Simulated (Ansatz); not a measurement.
**AlP, point defects**

The reference is a 16-atom supercell of AlP in the zinc blende structure (space group F-43m, No. 216; a = 5.5078 Å) at its relaxed geometry.

One neutral defect a cell, atoms relaxed at fixed cell.

The values are results of Ansatz (a program for electronic structure), PBE, PAW, cutoff 420 eV, no spin-orbit coupling, not measurements.

Candidates:
(a) P on a Al site (antisite)
(b) Al on a P site (antisite)
(c) Sb on a P site
(d) Al vacancy

Before the change:

- Pressure = 0.0 GPa

Q: Order them by pressure, lowest first.

A: (d) Al vacancy (-0.7 GPa), (a) P on a Al site (antisite) (-0.3 GPa), (b) Al on a P site (antisite) (2.7 GPa), (c) Sb on a P site (4.0 GPa)

Other magnetic orders, which the real material may have, were not ruled out. In so small a cell the defect repeats every few ångströms: this is an ordered compound, not a dilute defect. The mesh was chosen for an insulator and is coarse for the gapless case. Seeded moments were not kept for P on a Al site (antisite) and Sb on a P site.
